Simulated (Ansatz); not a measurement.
System: Ge₃Si (model structure, P-4m2, No. 115, 4 atoms in the cell). Method: PBE (Ansatz, a first-principles code, PAW).

Numerical settings: plane-wave cutoff 520 eV, 8×8×6 k mesh (along the axes of the cell as run), Fermi–Dirac smearing 0.01 eV, scalar-relativistic PAW data made under PBE.

Cell (relaxed at this level):

```
CELL_PARAMETERS angstrom
      4.01484     0.00000     0.00000
      0.00000     4.01484     0.00000
      0.00000     0.00000     5.67249
ATOMIC_POSITIONS crystal
  Si 0.00000 0.00000 0.00000
  Ge 0.50000 0.00000 0.24356
  Ge 0.50000 0.50000 0.50000
  Ge 0.00000 0.50000 0.75644
```

**Question.** Estimate the band gap and bulk modulus that the calculation returns.

**Answer.** 
* **band gap**: 0.16 eV (on the SCF k mesh)
* **bulk modulus**: 66.9 GPa

Note: the bulk modulus is −V dP/dV from two relaxed cells at ±2 % in volume; the relaxation could raise the start's symmetry but not lower it, so the cell can be a saddle point.

Spin–orbit coupling is not included.

Cost on a shared machine: around 100 core-seconds (rough).

A model structure was made by putting elements into a prototype or built by hand; it is no filed structure, need not be a known phase, and can be a saddle point held by its symmetry.
